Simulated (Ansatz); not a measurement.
## Re, pressure series

The reference is Re in the hcp (Mg type) structure (space group P6_3/mmc, No. 194; a = 2.775 Å, c = 4.483 Å).

Cell and atoms are relaxed at each pressure.

The values are results of Ansatz (a first-principles code) PBE, scalar-relativistic without spin-orbit coupling, not measurements.

Notes on the quantities. enthalpy: H = E + PV relative to the base's energy.

```json
[
 {"variant": "base", "volume per atom": "14.95 Å³", "enthalpy": "–"},
 {"variant": "pressure −2 GPa", "volume per atom": "15.03 Å³", "enthalpy": "-0.19 eV/atom"},
 {"variant": "pressure −1 GPa", "volume per atom": "14.99 Å³", "enthalpy": "-0.09 eV/atom"},
 {"variant": "pressure 3 GPa", "volume per atom": "(withheld)", "enthalpy": "+0.28 eV/atom"},
 {"variant": "pressure 7 GPa", "volume per atom": "14.68 Å³", "enthalpy": "+0.65 eV/atom"},
 {"variant": "pressure 15 GPa", "volume per atom": "14.39 Å³", "enthalpy": "+1.37 eV/atom"},
 {"variant": "pressure 30 GPa", "volume per atom": "13.93 Å³", "enthalpy": "+2.70 eV/atom"},
 {"variant": "pressure 50 GPa", "volume per atom": "(withheld)", "enthalpy": "+4.40 eV/atom"},
 {"variant": "pressure 75 GPa", "volume per atom": "12.88 Å³", "enthalpy": "+6.45 eV/atom"},
 {"variant": "pressure 100 GPa", "volume per atom": "12.44 Å³", "enthalpy": "+8.43 eV/atom"}
]
```

Question: What belongs in the blanks?

Answer: 
- pressure 3 GPa, volume per atom: 14.83 Å³
- pressure 50 GPa, volume per atom: 13.42 Å³

Load acts through the strain it causes; cell and atoms are relaxed under it. Whether these cells are dynamically stable was not tested. No other phases were tried under pressure. The final runs are not spin-polarised.
